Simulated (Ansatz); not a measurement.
Base system: BN in the h-BN type structure (space group P6_3/mmc, No. 194; a = 2.5058 Å, c = 6.6162 Å; layered, stacked along the Cartesian z axis).

(Cell as relaxed with PBE-D3(BJ).)

Levels (all Ansatz, an electronic-structure program, PAW, earlier PAW set): PBE-D3(BJ) (420 eV, spin-orbit coupling left out); r2SCAN+rVV10 (500 eV, no spin-orbit coupling).

Each level relaxes its own structure.

```csv
base,PBE-D3(BJ),r2SCAN+rVV10
volume per atom,8.99 Å³,8.83 Å³
lattice parameter a,2.506 Å,2.500 Å
band gap,4.24 eV,4.74 eV
```

It is then changed as follows: a hydrostatic pressure of 4.5 GPa.

```json
[
 {"quantity": "shift of the gap caused by the change", "PBE-D3(BJ)": "-0.15 eV", "r2SCAN+rVV10": "___"},
 {"quantity": "lattice parameter a", "PBE-D3(BJ)": "2.496 Å", "r2SCAN+rVV10": "___"},
 {"quantity": "smallest direct gap", "PBE-D3(BJ)": "4.41 eV", "r2SCAN+rVV10": "___"},
 {"quantity": "band gap", "PBE-D3(BJ)": "4.09 eV", "r2SCAN+rVV10": "___"}
]
```

What does r2SCAN+rVV10 give?


- shift of the gap caused by the change, r2SCAN+rVV10: -0.08 eV
- lattice parameter a, r2SCAN+rVV10: 2.491 Å
- smallest direct gap, r2SCAN+rVV10: 4.97 eV
- band gap, r2SCAN+rVV10: 4.66 eV

PBE-D3(BJ)'s shift of the gap caused by the change lies 0.07 eV below r2SCAN+rVV10's; PBE-D3(BJ)'s lattice parameter a lies 0.005 Å above r2SCAN+rVV10's (0.2 %); PBE-D3(BJ)'s smallest direct gap lies 0.56 eV below r2SCAN+rVV10's; PBE-D3(BJ)'s band gap lies 0.57 eV below r2SCAN+rVV10's. Neither level is exact; r2SCAN+rVV10 is the comparison here, not a measurement.

Load acts through the strain it causes; cell and atoms are relaxed under it. Stability against distortions was not tested.
